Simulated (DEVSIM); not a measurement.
Device: abrupt CdTe n-p junction, at 300 K.

Layer 1 from the left is CdTe, thickness (μm) 0.400, Nd (cm⁻³) 1.9e16, τn (s) 7.5e-8, τp (s) 7.5e-8. Layer 2 from the left is CdTe, thickness (μm) 4.30, Na (cm⁻³) 1.4e16, τn (s) 7.5e-8, τp (s) 7.5e-8.

Left contact: ohmic. Right contact: ohmic. Voltage is applied to the left contact. Recombination: SRH at mid-gap. Mobility is μmin + (μ − μmin)/(1 + (N/Nref)^α).

The device is made up for the run: typed textbook-type constants, with dimensions and the other settings drawn at random. Values at 300 K.

CdTe: gap (eV) 1.5, affinity (eV) 4.28, permittivity 10.2, Nc (cm⁻³) 8e17, Nv (cm⁻³) 1.8e19, μn (cm²/Vs) 1000, μp (cm²/Vs) 80, μn,min 100, μp,min 10, Nref,n 1e17, Nref,p 1e17, αn 0.6, αp 0.6.

Simulated with DEVSIM: 1D drift-diffusion, Boltzmann statistics, complete ionisation; no tunnelling, impact ionisation, image-force lowering or self-heating.

Dark forward current:

```
|V| (V)  |J| (A/cm²)
-------  -----------
0.05       2.896e-12
0.10       1.007e-11
0.15       2.912e-11
0.20       8.048e-11
0.25       2.194e-10
0.30       5.962e-10
0.35        1.620e-9
0.40        4.410e-9
0.45        1.204e-8
0.50        3.308e-8
0.55        9.177e-8
0.60        2.598e-7
0.65        7.669e-7
0.70        2.461e-6
0.75        9.122e-6
0.80        4.089e-5
0.85       0.0002192
0.90        0.001327
0.95        0.008575
1.00         0.05698
1.05          0.3794
1.10           2.389
1.15           12.06
1.20           42.13
1.25           107.2
1.30           218.6
```

Question: Work out the local ideality factor n = ΔV / (kT/q · ln(J2/J1)) between the rows 0.15 and 0.20 V, 1.00 and 1.05 V, 1.25 and 1.30 V.

Answer: kT/q = 25.85 mV. From 0.15 to 0.20 V: ln(8.048e-11/2.912e-11) = 1.017, n = 1.90, near the 2 of recombination in the depletion region. From 1.00 to 1.05 V: ln(0.3794/0.05698) = 1.896, n = 1.02, near the 1 of diffusion or emission over a barrier. From 1.25 to 1.30 V: ln(218.6/107.2) = 0.713, n = 2.71.

Question: Estimate the current at 1.00 V from the Shockley equation with J0 = Σ q ni² D/(N L) coth(W/L), τ joining the SRH, radiative and Auger lifetimes that are on, and W taken as the whole layer.

Answer: ni² = 9.07e11 cm⁻⁶; holes in the n layer: μ = 61.1 cm²/Vs, D = 1.58 cm²/s, τ = 7.50e-8 s, L = 3.44 μm, W/L = 0.12, term 3.03e-19 A/cm²; electrons in the p layer: μ = 788 cm²/Vs, D = 20.4 cm²/s, τ = 7.50e-8 s, L = 12.4 μm, W/L = 0.35, term 5.12e-19 A/cm². J0 = 8.15e-19 A/cm², and J = J0 exp(qV/kT) = 0.0515 A/cm². The simulation gives 0.0570 A/cm²; the estimate lies 9.6 % below. The estimate leaves out recombination in the depletion region and that region's share of W.
